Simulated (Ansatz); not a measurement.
Input and output of a relaxation of cell and atoms for KRuF6 (R-3m, 8 atoms in the cell) (Ansatz, a quantum-chemistry and plane-wave program).

Method of the run: PBEsol, default PAW files made with PBE (plane waves; Ansatz).

The change in words: atoms on their sites; basis.ecutwfc: 30.9 Ry → 18.4 Ry; relax: default → cell and atoms. Reference geometry:
```xyz
8
Lattice="3.7618 2.1719 2.4462 -3.7618 2.1719 2.4462 0.0000 -4.3438 2.4462" Properties=species:S:1:pos:R:3 pbc="T T T"
K      0.0000     0.0000     3.7192
Ru     0.0000     0.0000     0.0000
F      0.0000    -2.8269     3.5608
F      0.0000     2.8269     3.7777
F      2.4482     1.4134     3.5608
F     -2.4482    -1.4134     3.7777
F     -2.4482     1.4134     3.5608
F      2.4482    -1.4134     3.7777
```
Moments meant for the start (each program seeds them in its own way; μB, in the order of the atoms K Ru F F F F F F): 0.0 2.0 0.0 0.0 0.0 0.0 0.0 0.0.

Reference input (self-consistent single point, DFT, PBEsol, plane waves, default PAW files made with PBE): basis.ecutwfc = 30.9 Ry; kpoints.mp_grid.grid = 3 3 3; hamiltonian.xc = pbesol; hamiltonian.pseudopotentials = {kind: paw} (the program's default PAW files); magnetization.spin_polarized = true; scf.occupations.method = fermi_dirac; scf.occupations.width = 0.0007 Ry. This run's input differs from it in these lines:

Ansatz 0.2 input:
```diff
@@ -6,3 +6,3 @@
   atoms:
-    - { symbol: K, position: [0.506813, 0.506813, 0.506813] }
+    - { symbol: K, position: [0.500000, 0.500000, 0.500000] }
     - { symbol: Ru, position: [0.000000, 0.000000, 0.000000], spin: 2.0 }
@@ -15,3 +15,3 @@
 basis:
-  ecutwfc: 30.9 Ry
+  ecutwfc: 18.4 Ry
 kpoints:
@@ -25,2 +25,4 @@
   occupations: { method: fermi_dirac, width: 0.0007 Ry }
+relax:
+  cell: {}
 output:
```

Log, with long lists cut:

```
   [... SCF lines of the steps left out ...]
relax step   1: F+E_penalty+E_count = -12116.98258822 eV  Δ(F+E_penalty+E_count) = +0.000e0 eV  max|allowed force component| = 5.182e-1 eV/Å  Δτ_max = 0.0000 Å  P = -3.845 GPa  Ω = 119.915 Å³  (12 SCF iters, dr2 threshold 1.00e-7 eV, accepted)
relax step   2: F+E_penalty+E_count = -12118.61385144 eV  Δ(F+E_penalty+E_count) = -1.631e0 eV  max|allowed force component| = 6.635e-2 eV/Å  Δτ_max = 0.0325 Å  P = +8.005 GPa  Ω = 117.571 Å³  energy of the carried Pulay correction = +1.724e0 eV  (8 [...]
   [... lines left out ...]
relax step 119: F+E_penalty+E_count = -12117.08950813 eV  Δ(F+E_penalty+E_count) = -4.907e-2 eV  max|allowed force component| = 1.909e-4 eV/Å  Δτ_max = 0.0003 Å  P = +0.003 GPa  Ω = 115.053 Å³  energy of the carried Pulay correction = +1.204e-1 eV  [...]
relax step 120: F+E_penalty+E_count = -12117.02509810 eV  Δ(F+E_penalty+E_count) = +6.441e-2 eV  max|allowed force component| = 3.069e-3 eV/Å  Δτ_max = 0.0000 Å  P = -0.230 GPa  Ω = 115.053 Å³  stress off target by 2.57e-1 GPa  SCF on the basis [...]
basis re-selected at this cell: Δ(F+E_penalty+E_count) = +6.441e-2 eV, ΔP = -0.233 GPa vs the last step
   [... lines left out ...]
Absolute magnetization: 3.0949 μB (∫|ρ↑−ρ↓|, with the PAW one-centre terms)
Free energy (F): -12117.025098 eV
Fermi energy:    3.552267 eV
Error: variable-cell relaxation did not converge after 120 `relax_step` rows, as none of its last 37 fresh-basis SCF(s) at a relaxed cell met both thresholds with a finite energy. The last misses `relax.cell.stress_tol`: largest allowed force component 3.07e-3 eV/Å (`relax.f_tol` 1.00e-2 eV/Å), stress off the target on the free part of the cell 2.57e-1 GPa (`relax.cell.stress_tol` 5.00e-2 GPa), F+E_penalty+E_count -12117.02509810 eV. The closest is row 86, whose structure comes with this error. Larger ratio of force or stress to its threshold at each such SCF whose figures are numbers: 14.618, 16.344, 18.200, 13.504, 15.254, 16.087, 17.493, 17.350, 14.587, 8.207, 6.854, 6.586, [...]
  cell:  # Å, volume = 115.9521 Å³
   [... lines left out ...]
    - [-3.698779038629542, 2.1354910736257113, 2.4466472958254233]
    - [-1.4991488569431262e-18, -4.270982147251423, 2.4466472958254233]
  atoms:
    - { symbol: K, position: [0.5000000000000001, 0.5000000000000001, 0.5000000000000001] }
    - { symbol: Ru, position: [-2.461192875199358e-19, -2.0488587653097646e-19, -2.200669864947732e-19] }
    - { symbol: F, position: [0.2667260264577961, 0.2667260264577961, 0.9147380189383425] }
    - { symbol: F, position: [0.7332739735422039, 0.7332739735422039, 0.08526198106165744] }
    - { symbol: F, position: [0.9147380189383428, 0.2667260264577961, 0.26672602645779625] }
    - { symbol: F, position: [0.08526198106165728, 0.733273973542204, 0.7332739735422039] }
    - { symbol: F, position: [0.2667260264577961, 0.9147380189383428, 0.26672602645779625] }
    - { symbol: F, position: [0.733273973542204, 0.08526198106165728, 0.7332739735422039] }
```

The relaxation ended unconverged. 

The starting cell comes from a database of computed structures (which also holds hypothetical and non-ambient phases and stackings), without a prior relaxation at this level. Its lattice was rescaled by up to half a per cent. The cutoff lies below the one recommended for these files.

Cost on one core of a shared machine: roughly 3 min.
